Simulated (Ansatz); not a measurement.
# RbBr: energy against strain

RbBr (rock salt, Fm-3m, 40.059 Å³/atom at rest, cube axes along x, y and z) under a strain ε along a cube axis (axis z), the other axes held. PBEsol in Ansatz, a plane-wave DFT program (PAW, default set), 420 eV, 8×8×8 Γ-centred mesh, Fermi-Dirac smearing 0.05 eV; ions are relaxed within the symmetry of each cell.

Here s stands for strain and y for E less E0.

| strain (%) | E less E0 (meV/atom) |
|---|---|
| -3.00 | ? |
| -1.50 | 1.04 |
| -1.00 | 0.46 |
| -0.50 | 0.12 |
| 0.00 | 0.00 |
| 0.50 | 0.09 |
| 1.00 | 0.38 |
| 1.50 | 0.84 |

Q: Using a parabola, estimate the missing y at s = -3.00 from the other rows, showing the fit.

A: Least squares gives y = 0.001 - 0.0564·s + 0.4176·s². Residuals (row less fit): 0.015, -0.015, -0.014, -0.001, 0.013, 0.018, -0.016; standard error 0.018 (degrees of freedom: 4). Twice the quadratic coefficient over the volume, 2 × 0.4176 meV × 10⁴ × 0.1602 / 40.059 Å³, is the elastic constant C11 = 33 ± 0.6 GPa. At the withheld row, y = 0.001 - 0.0564 × (-3.0) + 0.4176 × (-3.0)² = 3.929 meV/atom. The calculation gives 4.44 meV/atom, 0.511 meV/atom above the prediction (11.5 % of the range of y in the table). The row lies outside the fitted rows, so this is an extrapolation. From the scatter of the fitted rows alone, a prediction at this place has a standard error of 0.071 meV/atom, so the miss is 7.2 times that.

One order more, fitted to all 13 runs of the series, follows each within 0.01, so the miss is the next term of a smooth law. Rows are the converged runs of the series near zero and its far end; series whose fitted rows scatter by over a few per cent of the range, as at a crossing or softening among them, aren't shown in this form. Most that stay on the fit to the last digits aren't either.
